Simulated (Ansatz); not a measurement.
Start from W in the bcc (W type) structure (space group Im-3m, No. 229; a = 3.1688 Å; relaxed with 0.1 eV smearing). Axes: x, y, z lie along the cube axes.

Computed with r2SCAN, PAW, 500 eV (Ansatz, a program for electronic structure; no spin-orbit coupling).

Before the change:

| Property | Result |
|---|---|
| Pressure | 0.0 GPa |
| Volume per atom | 15.91 Å³ |

Now apply this change: biaxial strain −0.57 %, plane normal [110], relaxed out of plane (Cartesian); in-plane vectors clamped, the third vector and the atoms free.

Task: What happens to the energy relative to the base, pressure and volume per atom?

Result: The energy goes up by 1.9 meV/atom; the pressure (mean of the normal stresses, compression positive) goes from zero to 2.2 GPa; the volume per atom drops by 0.11 Å³ to 15.80 Å³.

No phonon test of stability was made. The final runs are not spin-polarised.
